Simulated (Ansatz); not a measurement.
Be_Al+O_N (wurtzite AlN host)

Calculation: PBE, PAW (plane waves to 420 eV; Ansatz, a program for electronic structure). The supercell holds 96 host sites (3×2×2 repeats of a cell of 8 atoms), with a 2×2×2 shifted k-point sampling for the final energies. Sites at the start: the Al site; N 1.91 Å away, along c. Finite-size correction: monopole term and site-potential alignment. Dielectric constants: PBE linear response of the host. Host gap at this level: 4.03 eV. Finite-size and sampling errors can reach tenths of an eV here. Levels are measured in PBE's own, too narrow, gap. Spin–orbit coupling is left out. Each state is the lowest found from its start.

The name describes the start; the neighbours show where the atoms ended.

Charges with a result: +1, 0. Others weren't obtained, and one of them could lie lower, also by skipping a charge.

```tsv
charge	moment (μB)	largest move off a lattice site (Å)	neighbours of the last O atom of the defect at the end (Å)	image correction with alignment (eV)
+1*	quenched	0.35	Al 1.87, Al 1.87, Al 1.87, Be 2.43	–
0	not spin-polarised	0.36	Al 1.87, Al 1.87, Al 1.87, Be 2.44	0.01
```

* At this level the carrier isn't localised at the defect: at charge +1 holes occupy the valence band. Such a state is shallow or no state of the defect, and this cell gives it no level.

Starting moments that weren't kept: charge +1 began with 1 μB and ended with 0.0.

Flagged in the runs: a host whose relaxation on this sampling wasn't shown to rest.

All states together cost about 40 core-minutes (a rough figure).
